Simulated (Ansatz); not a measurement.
Input and output of a self-consistent single point for LiZn₃ (I4mm, 4 atoms in the cell) (Ansatz, an electronic-structure program).

Method of the run: LDA (PW92), default PAW files made with PBE (plane waves; Ansatz).

The change in words: lattice scaled by 0.98; basis.ecutwfc: 30.9 Ry → 12.5 Ry. Reference geometry:
```
CELL_PARAMETERS angstrom
      0.00000     3.02014     3.02014
      3.02014     0.00000     3.02014
      3.02014     3.02014     0.00000
ATOMIC_POSITIONS crystal
  Li 0.00828 0.00828 0.99172
  Zn 0.25000 0.25000 0.25000
  Zn 0.75000 0.75000 0.75000
  Zn 0.50000 0.50000 0.50000
```

Reference input (self-consistent single point, DFT, LDA (PW92), plane waves, default PAW files made with PBE): basis.ecutwfc = 30.9 Ry; kpoints.mp_grid.grid = 8 8 8; hamiltonian.xc = lda; hamiltonian.pseudopotentials = {kind: paw} (the program's default PAW files); scf.occupations.method = gaussian; scf.occupations.width = 0.0073 Ry. This run's input differs from it in these lines:

Ansatz 0.2 input:
```diff
@@ -3,5 +3,5 @@
   lattice:
-    - [0.000000, 3.020143, 3.020143]
-    - [3.020143, 0.000000, 3.020143]
-    - [3.020143, 3.020143, 0.000000]
+    - [0.000000, 2.959740, 2.959740]
+    - [2.959740, 0.000000, 2.959740]
+    - [2.959740, 2.959740, 0.000000]
   atoms:
@@ -12,3 +12,3 @@
 basis:
-  ecutwfc: 30.9 Ry
+  ecutwfc: 12.5 Ry
 kpoints:
```

Output (repeated stretches shortened):

```
SCF iter   1: F=—  HF=-9905.647317 eV  |F-HF|=—  |Δ(HF+E_count)|=         —  Δρ=2.10e-1  dr2=1.05e1  ethr=1.77e-3  ⟨swp⟩=4.1  Hψ=4911  notcnv=0
all-band conjugate gradients solve this SCF's bands
preconditioner: auto → none
SCF iter   2: F=—  HF=-9891.974273 eV  |F-HF|=—  |Δ(HF+E_count)|=    1.37e1  Δρ=7.12e-2  dr2=2.18e0  ethr=1.77e-3  ⟨swp⟩=3.0  Hψ=4464  notcnv=0  defer=21
   [... lines left out ...]
SCF iter   5: F=—  HF=-9891.169489 eV  |F-HF|=—  |Δ(HF+E_count)|=   4.58e-3  Δρ=1.07e-3  dr2=5.83e-4  ethr=2.83e-5  ⟨swp⟩=2.1  Hψ=2344  notcnv=0  defer=21
SCF iter   6: F=—  HF=-9891.169230 eV  |F-HF|=—  |Δ(HF+E_count)|=   2.58e-4  Δρ=1.65e-4  dr2=8.79e-6  ethr=1.49e-6  ⟨swp⟩=2.1  Hψ=2371  notcnv=0  defer=21
SCF iter   7: F=—  HF=-9891.169230 eV  |F-HF|=—  |Δ(HF+E_count)|=   4.19e-7  Δρ=3.32e-5  dr2=2.40e-7  ethr=2.25e-8  ⟨swp⟩=2.4  Hψ=2322  notcnv=0  defer=21
SCF iter   8: F=-9891.169230 eV  HF=-9891.169230 eV  |F-HF|=9.53e-10  |Δ(HF+E_count)|=   6.03e-8  Δρ=1.67e-6  dr2=1.68e-9  ethr=2.56e-10  ⟨swp⟩=4.4  Hψ=4558  notcnv=0
SCF 1 converged in 8 iterations: F = -9891.169230 eV  dr2 = 1.68e-9
Free energy (F): -9891.169230 eV
Internal energy: -9891.164168 eV  (E = F + TS)
E sigma→0 (E₀):  -9891.166699 eV
Entropy (-TS):   -0.005062 eV (-1.265 meV/atom)
Fermi energy:    10.037574 eV
--- Forces (eV/Å), atoms counted from 1 ---
  atom   1  Li     0.00000000     0.00000000    -0.22784943
  atom   2  Zn    -0.00000000     0.00000000     0.10926705
  atom   3  Zn    -0.00000000     0.00000000     0.10926705
  atom   4  Zn     0.00000000     0.00000000     0.00939992
--- Stress (GPa, compression-positive) ---
       -2.722266       0.000000       0.000000
        0.000000      -2.722266       0.000000
        0.000000       0.000000      -2.835051
  P = ⅓ Tr σ = -2.7599 GPa (-27.599 kbar)
  The stress holds the Pulay correction. Without it, at fixed plane waves, as pw.x and ABINIT print it: P = -538.7917 GPa
```

The run converged in 8 iterations. Against the reference run the free energy rises by 12.5 eV/atom, the pressure goes from -4.91 to -2.76 GPa and the largest force goes from 0.141 to 0.228 eV/Å.

The starting cell comes from a database of computed structures (which also holds hypothetical and non-ambient phases and stackings), without a prior relaxation at this level. Its lattice was rescaled by up to half a per cent. One atom was moved a little off its site on purpose. For this run, on top of that: lattice scaled by 0.98. Ansatz's pressure includes its estimate of the finite-basis (Pulay) stress. Without the estimate this run gives -538.79 GPa. The cutoff lies below the one recommended for these files.
